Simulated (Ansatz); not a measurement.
Data:

End structure of a constructed model of the (111) surface of fcc Al, a pseudomorphic layer of Ir in the host's stacking (bottom of the slab: a bare face, its two planes held):

```yaml
crystal:
  lattice:
    - [2.85810, 0.00000, 0.00000]
    - [-1.42905, 2.47518, 0.00000]
    - [0.00000, 0.00000, 30.00000]
  atoms:
    - { symbol: Al, position: [0.33333, 0.66667, 0.26907] }
    - { symbol: Al, position: [0.66667, 0.33333, 0.34686] }
    - { symbol: Al, position: [0.00000, 0.00000, 0.42467] }
    - { symbol: Al, position: [0.33333, 0.66667, 0.50342] }
    - { symbol: Al, position: [0.66667, 0.33333, 0.58139] }
    - { symbol: Al, position: [0.00000, 0.00000, 0.65831] }
    - { symbol: Ir, position: [0.33333, 0.66667, 0.72026] }
```

Model: 7-atom slab, 13.9 Å thick at the start with caps and adatoms (thin: gaps and levels are the slab's own), 15x15x1 mesh, Fermi-Dirac 0.1 eV, dipole correction, 2 atoms held, the rest relaxed; symmetry of the start imposed; no spin, no spin-orbit, no U. In PBE it is, or lies within 0.01 eV a 1x1 cell of, the lowest of the 2 structures of its composition computed so far; subsurface sites and larger cells were not tried.

Q: What work function of the top face does Ansatz (a first-principles code) with PBE give?

A: 4.99 eV
